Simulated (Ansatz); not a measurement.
Base system: PbI₂ in the 2H-MoS2 type structure (space group P6_3/mmc, No. 194; a = 4.397 Å, c = 14.847 Å; a hypothetical phase, not in the database extracts checked).

The values are results of PBE-D3(BJ) (Ansatz, a first-principles code; PAW; 420 eV plane waves; no spin-orbit coupling), not measurements.

Base values:

| Item | Value |
|---|---|
| Shortest interatomic distance | 3.261 Å |
| In-plane lattice parameter a | 4.397 Å |

Perturbation: a free-standing slab of 2 layers (6 atoms, 3 a layer) is cut normal to the stacking axis, with 15 Å of vacuum and the in-plane cell relaxed.

Q: Estimate the effect on the excess energy per area of both faces, thickness between the outermost nuclei, shortest interatomic distance and in-plane lattice parameter a.

A: The excess energy per area of both faces (slab less bulk energy over the cell's area: twice a surface energy) amounts to 0.21 J/m²; the thickness between the outermost nuclei is 11.54 Å; the shortest interatomic distance hardly moves (3.261 Å against 3.263 Å); the in-plane lattice parameter a increases by 0.002 Å (4.397 Å → 4.399 Å).

Slab and bulk use different k-meshes, which limits the precision of the excess energy. Stability against distortions was not tested.
